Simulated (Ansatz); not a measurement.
Levels about the gap of amorphous Ti$_{20}$O$_{43}$W (64 atoms in a cell of 792 Å³, 3.83 g/cm³; zone centre alone, so wide bands show as single levels with stretches between that a denser mesh fills), at the geometry that PBE relaxed, where it gives 1.9 GPa on a denser mesh. The participation number counts the atoms over which a state spreads; weights are charges in smoothed Voronoi cells. The levels come from a single point, so bond lengths are those of that geometry. Method of the levels: r2SCAN, scalar-relativistic without spin-orbit coupling (Ansatz, a program for electronic structure). Sampling: the zone centre alone; Fermi-Dirac width 0.02 eV; no spin polarisation.

Preparation: random packing, a CHGNet melt and quench, and a DFT relaxation. O atoms were pushed apart under 1.9 Å during the dynamics, to hinder bonds among them. The hot cell started wider than the set density and was brought back towards it in steps. It is the lowest in DFT energy of 2 quenches. It is a model cell: composition and starting density were chosen by hand, and all elements were melted together. No dispersion term was used. Its density started from a set value of 3.83 and ended at 3.83 g/cm³. The simulated quench (nominally 300 K/ps over its main leg) is rapid and tends to freeze in more defects than a deposited or slowly cooled glass has. A cell of this size samples the disorder only roughly. The volume was held where the preparation left it and the shape relaxed, at a PBE pressure of 1.9 GPa. Stress components on the final sampling reach 2.0 GPa.

| E - E(highest filled), eV | filling | participation number | largest on | weight O | weight Ti | weight W |
|---|---|---|---|---|---|---|
| -0.31 | filled | 18.2 | O, 2 neighbours | 0.92 | 0.08 | 0.00 |
| -0.28 | filled | 18.4 | O, 2 neighbours | 0.92 | 0.08 | 0.00 |
| -0.25 | filled | 24.4 | O, 2 neighbours | 0.94 | 0.06 | 0.00 |
| -0.18 | filled | 17.4 | O, 2 neighbours | 0.92 | 0.08 | 0.00 |
| -0.15 | filled | 13.4 | O, 2 neighbours | 0.92 | 0.07 | 0.00 |
| -0.02 | filled | 14.8 | O, 3 neighbours | 0.92 | 0.07 | 0.00 |
| 0.00 | filled | 15.5 | O, 2 neighbours | 0.93 | 0.06 | 0.00 |
| 2.99 | empty | 12.1 | Ti, 6 neighbours | 0.21 | 0.74 | 0.06 |
| 3.05 | empty | 10.5 | Ti, 6 neighbours | 0.22 | 0.70 | 0.07 |
| 3.13 | empty | 11.3 | Ti, 6 neighbours | 0.21 | 0.72 | 0.07 |
| 3.19 | empty | 11.5 | Ti, 6 neighbours | 0.23 | 0.69 | 0.08 |
| 3.27 | empty | 16.2 | Ti, 6 neighbours | 0.21 | 0.67 | 0.12 |
| 3.29 | empty | 12.2 | Ti, 6 neighbours | 0.19 | 0.79 | 0.03 |
| 3.40 | empty | 18.9 | Ti, 6 neighbours | 0.20 | 0.73 | 0.07 |

Most localised among these is the empty level at +3.05 eV, on a Ti atom, which has 6 neighbours (O 1.82 Å, O 1.90 Å, O 1.94 Å, O 1.96 Å, O 2.05 Å, O 2.41 Å).
